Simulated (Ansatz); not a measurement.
What pressure −2 GPa does to SiC

Take SiC in the wurtzite structure (space group P6_3mc, No. 186; a = 3.0564 Å, c = 5.0158 Å) as the base.

One thing is altered: hydrostatic tension (pressure −2 GPa).

Computed with LDA, PAW, 420 eV (Ansatz, an electronic-structure program; scalar-relativistic without spin-orbit coupling). Γ-centred 12×12×7 mesh, Fermi–Dirac width 0.05 eV.

The density shrinks by 0.03 g/cm³ to 3.25 g/cm³ and the lattice parameter a goes up by 0.009 Å to 3.065 Å. The enthalpy H = E + PV relative to the base's energy is -0.13 eV/atom and the band gap goes up by 0.02 eV (2.13 eV → 2.15 eV). The gap character remains indirect, Γ → K and the smallest direct gap falls by 0.02 eV to 3.90 eV. The width of the top valence band decreases by 0.02 eV to 3.93 eV and the electron mass stays 0.26 mₑ along c, 0.43 mₑ across (at K). The valence-band top at Γ (three highest levels, from the VBM) is still 0.00, 0.00, -0.11 eV.

Cost of the whole job for the changed cell (relaxation, final SCF and bands): about 12 core-seconds (a rough figure).

Load acts through the strain it causes; cell and atoms are relaxed under it. Effective masses come from finite differences of ±0.01 Å⁻¹. No phonon test of stability was made.
